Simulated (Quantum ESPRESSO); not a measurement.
Input and output of a self-consistent single point for a (001) slab of As (cut from a parent of space group no. 166; 6 atoms in the cell) (Quantum ESPRESSO).

Method of the run: LDA (PZ), GBRV 1.5 ultrasoft (LDA) pseudopotentials (plane waves; Quantum ESPRESSO).

```yaml
crystal:
  lattice:
    - [3.68611, 0.00000, 0.00000]
    - [-1.84305, 3.19226, 0.00000]
    - [0.00000, 0.00000, 18.69250]
  atoms:
    - { symbol: As, position: [0.00000, 0.00000, 0.73251] }
    - { symbol: As, position: [0.66667, 0.33333, 0.66383] }
    - { symbol: As, position: [0.66667, 0.33333, 0.33617] }
    - { symbol: As, position: [0.33333, 0.66667, 0.26749] }
    - { symbol: As, position: [0.33333, 0.66667, 0.53434] }
    - { symbol: As, position: [0.00000, 0.00000, 0.46566] }
```

Reference input (self-consistent single point, DFT, LDA (PZ), plane waves, GBRV 1.5 ultrasoft (LDA) pseudopotentials): ecutwfc = 40 Ry; ecutrho = 200 Ry; occupations = smearing; smearing = cold; degauss = 0.0036749 Ry; mixing_mode = local-TF; potentials = {As: as_lda_v1.uspp.F.UPF}; K_POINTS = automatic 7 7 1 0 0 0; tefield = true; dipfield = true; edir = 3; emaxpos = 0.97. This run's input differs from it in these lines:

```diff
@@ -27,3 +27,3 @@
 &electrons
- conv_thr = 1e-10
+ conv_thr = 7.3e-04
  mixing_beta = 0.3
```

Log, with long lists cut:

```
     Self-consistent Calculation

     iteration #  1     ecut=    40.00 Ry     beta= 0.30

---- Real-time Memory Report at c_bands before calling an iterative solver
           269 MiB given to the printing process from OS
            91 MiB allocation reported by mallinfo(arena+hblkhd)
------------------
     Minimization algorithm failed to find Fermi energy: reverting to bisection
     Possible cause: smearing is larger than the electronic band-gap.

     Threshold (ethr) on eigenvalues was too large:
     Diagonalizing with lowered threshold

---- Real-time Memory Report at c_bands before calling an iterative solver
   [... lines left out ...]
           342 MiB given to the printing process from OS
           126 MiB allocation reported by mallinfo(arena+hblkhd)
------------------

     negative rho (up, down):  4.437E-05 0.000E+00

     Adding external electric field

     Computed dipole along edir(3) :
        Elec. dipole          0.0451 Ry au,          0.1145 Debye
        Ion. dipole           0.0448 Ry au,          0.1140 Debye
        Dipole               -0.0254 Ry au,         -0.0645 Debye
        Dipole field         -0.0002 Ry au,

        Potential amp.        0.0144 Ry
        Total length         33.5575 bohr
     End of self-consistent calculation

     the Fermi energy is     2.2545 ev

!    total energy              =    -238.79206389 Ry
     estimated scf accuracy    <       0.00059974 Ry
     smearing contrib. (-TS)   =      -0.00002895 Ry
     internal energy E=F+TS    =    -238.79203494 Ry

     electric field correction =       0.00000545 Ry

     convergence has been achieved in   4 iterations

     negative rho (up, down):  4.437E-05 0.000E+00

     Forces acting on atoms (cartesian axes, Ry/au):

     atom    1 type  1   force =    -0.00001056   -0.00000412    0.00962885
     atom    2 type  1   force =     0.00000290   -0.00000278   -0.02219659
     atom    3 type  1   force =     0.00000525    0.00000939    0.02193679
     atom    4 type  1   force =     0.00000473   -0.00000486   -0.00943733
     atom    5 type  1   force =    -0.00000811    0.00000527    0.01548443
     atom    6 type  1   force =     0.00000579   -0.00000290   -0.01541614

     Total force =     0.040412     Total SCF correction =     0.056119
     SCF correction compared to forces is large: reduce conv_thr to get better values

   JOB DONE.
```

The run converged in 4 iterations. Against the reference run the free energy stays essentially unchanged (within 1 meV/atom) and the largest force goes from 0.558 to 0.571 eV/Å. The full log also holds: “SCF correction compared to forces is large: reduce conv_thr to get better values”.

The starting cell comes from a database of computed structures (which also holds hypothetical and non-ambient phases and stackings), without a prior relaxation at this level. The slab is cut from that crystal, and its faces are unrelaxed. Its lattice was rescaled in the plane by a random factor within 2.5 % of one. Spin polarisation is off, though cut faces can carry moments; the slab shows no gap.
